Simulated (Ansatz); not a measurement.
**ScGeO (model structure, started from the ZrSiS type, P4/nmm, No. 129, 6 atoms in the cell)**

The numbers are results of LDA (plane waves, PAW; Ansatz, an electronic-structure program), not measurements.

Numerical settings: plane-wave cutoff 520 eV, 16×16×8 k mesh (along the axes of the cell as run), Fermi–Dirac smearing 0.05 eV, scalar-relativistic PAW data made under PBE.

Cell (relaxed at this level):

```cif
data_Ge2O2Sc2
_chemical_formula_sum 'Sc2 Ge2 O2'
_space_group_name_H-M_alt 'P 1'
_space_group_IT_number 1
_cell_length_a 3.29539
_cell_length_b 3.29539
_cell_length_c 7.39106
_cell_angle_alpha 90.000
_cell_angle_beta 90.000
_cell_angle_gamma 90.000
loop_
_space_group_symop_operation_xyz
  'x, y, z'
loop_
_atom_site_label
_atom_site_type_symbol
_atom_site_fract_x
_atom_site_fract_y
_atom_site_fract_z
_atom_site_occupancy
Sc1 Sc 0.00000 0.50000 0.66171 1
Sc2 Sc 0.50000 0.00000 0.33829 1
Ge1 Ge 0.00000 0.00000 0.00000 1
Ge2 Ge 0.50000 0.50000 0.00000 1
O1 O 0.50000 0.00000 0.61063 1
O2 O 0.00000 0.50000 0.38937 1
```

```yaml
band_gap: none
bulk_modulus: 126 GPa
```

Note: the bulk modulus is −V dP/dV from two relaxed cells at ±2 % in volume; the relaxation could raise the start's symmetry but not lower it, so the cell can be a saddle point.

Spin–orbit coupling is not included.

Cost on a shared machine: very roughly 10 core-minutes.

A model structure was made by putting elements into a prototype or built by hand; it is no filed structure, need not be a known phase, and can be a saddle point held by its symmetry.
